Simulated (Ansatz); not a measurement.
Results of r²SCAN (PAW; Ansatz, a quantum-chemistry and plane-wave program) for Ge (model structure, within 0.1 Å of Fd-3m, No. 227, 2 atoms in the cell; like a known high-pressure phase).

Numerical settings: plane-wave cutoff 560 eV, 12×12×8 k mesh (along the axes of the cell as run), Fermi–Dirac smearing 0.01 eV, scalar-relativistic PAW data made under PBE.

Cell (relaxed at this level):

```xyz
2
Lattice="3.4745 -2.0065 -0.0255 3.4745 2.0065 -0.0255 -2.2944 0.0000 3.2934" Properties=species:S:1:pos:R:3 pbc="T T T"
Ge     5.7938     0.0000     0.3671
Ge    -1.1391     0.0000     2.8754
```

Question: Predict the band gap and bulk modulus.

Answer: 
band gap: 0.35 eV (on the SCF k mesh)
bulk modulus: 71.5 GPa

Note: the bulk modulus is −V dP/dV from two relaxed cells at ±2 % in volume.

Spin–orbit coupling is not included.

A model structure was made by putting elements into a prototype or built by hand; here it ended with the formula and space group of a phase in our tables.
